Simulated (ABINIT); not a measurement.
Worked example: self-consistent single point of Hf₄AlSi (I422, 6 atoms in the cell) in ABINIT.

Computed with LDA (PW92), norm-conserving pseudopotentials (PseudoDojo nc-sr-04 LDA standard) (plane waves; ABINIT).

```xyz
6
Lattice="-3.3295 3.3295 2.6073 3.3295 -3.3295 2.6073 3.3295 3.3295 -2.6073" Properties=species:S:1:pos:R:3 pbc="T T T"
Hf     4.3560     1.0264     1.3037
Hf    -1.0264     4.3560     1.3037
Hf     2.3031    -1.0264     1.3037
Hf     1.0264     2.3031     1.3037
Al     0.0000     0.0000     2.6073
Si     0.0000     0.0000     0.0000
```

Reference input (self-consistent single point, DFT, PBEsol, plane waves, norm-conserving pseudopotentials (PseudoDojo nc-sr-04 PBEsol standard)): pseudos = [Hf.upf, Al.upf, Si.upf]; ecut = 29 Ha; occopt = 7; tsmear = 0.1 eV; ngkpt = 6 6 6; nshiftk = 1; shiftk = 0 0 0; potentials = PseudoDojo nc-sr-04 PBEsol standard; nband = 36; kptopt = 1; nstep = 60; tolvrs = 1e-12. This run's input differs from it in these lines:

```diff
@@ -1,2 +1,2 @@
-# Hf4AlSi, PseudoDojo nc-sr-04 PBEsol standard
+# Hf4AlSi, PseudoDojo nc-sr-04 LDA standard
 pp_dirpath "./"
```

Its files differ too (potentials: PseudoDojo nc-sr-04 PBEsol standard → PseudoDojo nc-sr-04 LDA standard).

Log, with long lists cut:

```
--- !BeginCycle
solver: {iscf: 7, nstep: 60, nline: 4, wfoptalg: 0, }
tolerances: {tolvrs: 1.00E-12, }
...

     iter   Etot(hartree)      deltaE(h)  residm     vres2
 ETOT  1  -232.35344703702    -2.324E+02 6.884E-02 3.079E+02
 ETOT  2  -232.51583232127    -1.624E-01 2.662E-02 7.831E+01
 ETOT  3  -232.52474627040    -8.914E-03 7.846E-03 5.388E-01
 ETOT  4  -232.52484381243    -9.754E-05 5.953E-03 4.940E-03
 ETOT  5  -232.52484616260    -2.350E-06 2.773E-03 1.790E-03
   [... 3 lines left out ...]
 ETOT  9  -232.52484647474    -8.106E-11 1.002E-03 1.341E-08
 ETOT 10  -232.52484647475    -5.144E-12 4.388E-04 1.256E-10
 ETOT 11  -232.52484647475    -2.331E-12 4.741E-04 4.669E-11
 ETOT 12  -232.52484647475     2.785E-12 5.181E-04 1.427E-13
 At SCF step   12       vres2   =  1.43E-13 < tolvrs=  1.00E-12 =>converged.

 Cartesian components of stress tensor (hartree/bohr^3)
  sigma(1 1)=  2.28582363E-04  sigma(3 2)=  0.00000000E+00
  sigma(2 2)=  2.28582363E-04  sigma(3 1)=  0.00000000E+00
  sigma(3 3)=  2.28257409E-04  sigma(2 1)=  0.00000000E+00

 ----iterations are completed or convergence reached----

 reduced coordinates (array xred) for    6 atoms
       0.404140000000      0.904140000000      0.808280000000
       0.904140000000      0.095860000000      0.500000000000
       0.095860000000      0.595860000000      0.191720000000
       0.595860000000      0.404140000000      0.500000000000
       0.500000000000      0.500000000000      0.000000000000
       0.000000000000      0.000000000000      0.000000000000
 cartesian forces (eV/Angstrom) at end:
   [... lines left out ...]
 Fermi (or HOMO) energy (hartree) =   0.34686   Average Vxc (hartree)=  -0.43374
 Fermi (or HOMO) energy (eV) =   9.43856   Average Vxc (eV)= -11.80270
   [... lines left out ...]
total_energy        : -2.32524846474745E+02
total_energy_eV     : -6.32732285441186E+03
band_energy         : -2.75412470168611E+01
...

-Cartesian components of stress tensor (GPa)         [Pressure= -6.7219E+00 GPa]
- sigma(1 1)=  6.72512416E+00  sigma(3 2)=  0.00000000E+00
- sigma(2 2)=  6.72512416E+00  sigma(3 1)=  0.00000000E+00
- sigma(3 3)=  6.71556369E+00  sigma(2 1)=  0.00000000E+00

 Calculation completed.
```

The run converged in 12 iterations. Against the reference run the pressure goes from -1.93 to -6.72 GPa and the largest force goes from 0.001 to 0.063 eV/Å.

The starting cell comes from a database of computed structures (which also holds hypothetical and non-ambient phases and stackings), without a prior relaxation at this level. With a pressure of about -7 GPa the cell is away from its equilibrium volume at this level.

Cost on one core of a shared machine: roughly 3 min.
